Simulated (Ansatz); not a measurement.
The reference is SiS2 (space group Ibam, No. 72; a = 6.0185 Å, b = 9.3955 Å, c = 5.5448 Å; made of chains).

Perturbation: an isotropic linear strain of +1.51 %, atoms relaxed at fixed cell.

Levels (all Ansatz, a quantum-chemistry and plane-wave program, PAW): PBEsol (420 eV, scalar-relativistic without spin-orbit coupling); r2SCAN (500 eV, no SOC); HSE06 (420 eV, spin-orbit coupling left out).

One geometry, relaxed with PBEsol, under each level:

```tsv
level	band gap	lowest conduction level above the VBM at special points	pressure
PBEsol	2.88 eV	G₀ 2.95 eV; Λ₀ 2.95 eV; X 2.95 eV; R 3.29 eV	-0.65 GPa
r2SCAN	3.36 eV	G₀ 3.43 eV; Λ₀ 3.43 eV; X 3.42 eV; R 3.80 eV	-1.04 GPa
HSE06	[?]	[?]	–
```

Q: Give the withheld HSE06 results.

A: 
- HSE06, band gap: 4.08 eV
- HSE06, lowest conduction level above the VBM at special points: G₀ 4.15 eV; Λ₀ 4.15 eV; X 4.17 eV; Γ 4.89 eV

Single points use the geometry relaxed with PBEsol. Their cutoffs differ, which shifts pressures a little. HSE06 was sampled on its mesh, a few special points and the semilocal edge points, so its gap is an upper bound. Whether these cells are dynamically stable was not tested. No dispersion term is included in the PBEsol runs.
